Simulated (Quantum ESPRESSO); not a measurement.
```xyz
8
Lattice="3.0320 0.0000 0.0000 0.0000 3.0320 0.0000 0.0000 0.0000 30.0752" Properties=species:S:1:pos:R:3 pbc="T T T"
Hf     0.0000     1.5160    13.9585
Hf     1.5160     0.0000     7.0000
Cd     0.0000     1.5160     9.3622
Cd     1.5160     0.0000    11.5963
Hf     0.0000     1.5160    23.0752
Hf     1.5160     0.0000    16.1166
Cd     0.0000     1.5160    18.4789
Cd     1.5160     0.0000    20.7130
```

Level of theory: PBEsol, GBRV 1.5 ultrasoft (PBESOL) pseudopotentials (plane waves; Quantum ESPRESSO 7.5).

The set-up and first iterations of a Quantum ESPRESSO log for the (001) slab of HfCd (cut from a parent of space group no. 129; 8 atoms in the cell):

```
     Message from routine setup:
     using ibrav=0 with symmetry is DISCOURAGED, use correct ibrav instead
     G-vector sticks info
     --------------------
     sticks:   dense  smooth     PW     G-vecs:    dense   smooth      PW
     Sum         845     421    129               180487    63969   10533

     bravais-lattice index     =            0
     lattice parameter (alat)  =       5.7297  a.u.
     unit-cell volume          =    1865.8230 (a.u.)^3
     number of atoms/cell      =            8
     number of atomic types    =            2
     number of electrons       =        96.00
     number of Kohn-Sham states=           58
     kinetic-energy cutoff     =      40.0000  Ry
     charge density cutoff     =     320.0000  Ry
     scf convergence threshold =      1.0E-11
     mixing beta               =       0.4000
     number of iterations used =            8  local-TF  mixing
     Exchange-correlation= SLA  PW   PSX  PSC
   [... lines left out ...]
         2        Hf     tau(   2) = (  0.5000000  0.0000000  0.2327500  )
         3        Cd     tau(   3) = (  0.0000000  0.5000000  0.3112930  )
         4        Cd     tau(   4) = (  0.5000000  0.0000000  0.3855770  )
         5        Hf     tau(   5) = (  0.0000000  0.5000000  0.7672500  )
         6        Hf     tau(   6) = (  0.5000000  0.0000000  0.5358760  )
         7        Cd     tau(   7) = (  0.0000000  0.5000000  0.6144230  )
         8        Cd     tau(   8) = (  0.5000000  0.0000000  0.6887070  )

     number of k points=     6  Fermi-Dirac smearing, width (Ry)=  0.0073
                       cart. coord. in units 2pi/alat
        k(    1) = (   0.0000000   0.0000000   0.0000000), wk =   0.0800000
        k(    2) = (   0.0000000   0.2000000   0.0000000), wk =   0.3200000
        k(    3) = (   0.0000000   0.4000000   0.0000000), wk =   0.3200000
        k(    4) = (   0.2000000   0.2000000   0.0000000), wk =   0.3200000
        k(    5) = (   0.2000000   0.4000000   0.0000000), wk =   0.6400000
        k(    6) = (   0.4000000   0.4000000   0.0000000), wk =   0.3200000

     Dense  grid:   180487 G-vectors     FFT dimensions: (  36,  36, 324)

     Smooth grid:    63969 G-vectors     FFT dimensions: (  24,  24, 240)

     Initial potential from superposition of free atoms

     starting charge      85.9998, renormalised to      96.0000

     negative rho (up, down):  5.793E-01 0.000E+00
     Self-consistent Calculation

     iteration #  1     ecut=    40.00 Ry     beta= 0.40

---- Real-time Memory Report at c_bands before calling an iterative solver
          1149 MiB given to the printing process from OS
           161 MiB allocation reported by mallinfo(arena+hblkhd)
------------------

     negative rho (up, down):  1.128E+00 0.000E+00

     total energy              =   -1000.34108265 Ry
     estimated scf accuracy    <    3082.54141684 Ry

     iteration #  2     ecut=    40.00 Ry     beta= 0.40

---- Real-time Memory Report at c_bands before calling an iterative solver
          1235 MiB given to the printing process from OS
           186 MiB allocation reported by mallinfo(arena+hblkhd)
------------------

     negative rho (up, down):  8.881E-01 0.000E+00

     total energy              =   -1095.33283066 Ry
     estimated scf accuracy    <      70.08573551 Ry

     iteration #  3     ecut=    40.00 Ry     beta= 0.40

---- Real-time Memory Report at c_bands before calling an iterative solver
          1241 MiB given to the printing process from OS
           188 MiB allocation reported by mallinfo(arena+hblkhd)
------------------

     negative rho (up, down):  6.934E-01 0.000E+00

     total energy              =   -1089.97503503 Ry
     estimated scf accuracy    <      33.78180286 Ry
```

**Question.** How does the run end?

**Answer.** The run ended unconverged after 100 iterations. It gives no final result for the task that was set. Warnings to mind: c_bands:  1 eigenvalues not converged; c_bands:  3 eigenvalues not converged. The log goes on:

```
   [... 95 blocks of this kind left out ...]

     iteration # 99     ecut=    40.00 Ry     beta= 0.40

---- Real-time Memory Report at c_bands before calling an iterative solver
   [... lines left out ...]
           202 MiB allocation reported by mallinfo(arena+hblkhd)
------------------

     negative rho (up, down):  5.374E-01 0.000E+00

     total energy              =   -1091.90700587 Ry
     estimated scf accuracy    <       0.00000049 Ry

     iteration #100     ecut=    40.00 Ry     beta= 0.40

---- Real-time Memory Report at c_bands before calling an iterative solver
          1257 MiB given to the printing process from OS
           202 MiB allocation reported by mallinfo(arena+hblkhd)
------------------

     negative rho (up, down):  5.374E-01 0.000E+00

     total energy              =   -1091.90700587 Ry
     estimated scf accuracy    <       0.00000049 Ry
     End of self-consistent calculation

     convergence NOT achieved after 100 iterations: stopping

   JOB DONE.
```

The starting cell comes from a database of computed structures (which also holds hypothetical and non-ambient phases and stackings), without a prior relaxation at this level. The slab is cut from that crystal, and its faces are unrelaxed. Its lattice was rescaled by up to half a per cent. Spin-orbit coupling is off.

The run was DFT, PBEsol, plane waves, GBRV 1.5 ultrasoft (PBESOL) pseudopotentials. Main settings of its input:

```
setting                                                           value
-----------  ----------------------------------------------------------
ecutwfc                                                           40 Ry
ecutrho                                                          320 Ry
occupations                                                    smearing
smearing                                                    fermi-dirac
degauss                                                    0.0073499 Ry
mixing_mode                                                    local-TF
potentials   {Hf: hf_pbesol_v1.uspp.F.UPF, Cd: cd_pbesol_v1.uspp.F.UPF}
K_POINTS                                          automatic 5 5 1 0 0 0
conv_thr                                                       1e-11 Ry
mixing_beta                                                         0.4
```
